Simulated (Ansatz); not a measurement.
# Effect of biaxial strain +1.67 %, plane normal [111], relaxed out of plane on AlN

Start from AlN in the zinc blende structure (space group F-43m, No. 216; a = 4.3698 Å). Axes: x, y, z lie along the cube axes.

Modification: tensile biaxial strain of 1.67 % in the plane normal to [111], as in epitaxy on a mismatched substrate; the out-of-plane cell vector and the atoms relax.

Method: DFT with r2SCAN, PAW potentials and a 500 eV plane-wave cutoff in Ansatz (a program for electronic structure), no SOC. Settings: 13×13×13 k-points, 0.05 eV Fermi–Dirac smearing.

```csv
quantity,base,changed,shift
volume per atom,10.43 Å³,10.72 Å³,+0.29 Å³
space group,F-43m (No. 216),R3m (No. 160),–
shortest interatomic distance,1.892 Å,1.896 Å,+0.0034 Å
energy relative to the base (free energy F),0 meV/atom,+9.2 meV/atom,+9.2 meV/atom
band gap,3.94 eV,3.79 eV,-0.15 eV
gap character,–,"indirect, Γ → F",–
smallest direct gap,4.84 eV,4.46 eV,-0.386 eV
"valence-band top at Γ (three highest levels, from the VBM)",–,"0.00, -0.17, -0.17 eV",–
"valley order (the lowest conduction-band minima on the path, energy above the VBM, named in the base's zone)",X along ⟨100⟩ 3.94 eV; Γ 4.84 eV,X along [001] 3.79 eV; Γ 4.46 eV,–
out-of-plane strain,–,-0.55 %,–
ratio −ε⊥/ε∥,–,0.33,–
mean in-plane stress (compression positive),–,-8.2 GPa,–
```

Final structure (turned so that z lies along the plane normal):

```
CELL_PARAMETERS angstrom
      3.14148     0.00000     0.00000
      1.57074     2.72060     0.00000
      1.57074    -0.90687     2.50896
ATOMIC_POSITIONS crystal
  Al 0.00184 0.99908 0.99725
  N  0.49816 0.25092 0.75275
```

Whether these cells are dynamically stable was not tested. This is not the structure that AlN has at room temperature and ambient pressure. k-point labels follow each cell's own Brillouin zone.
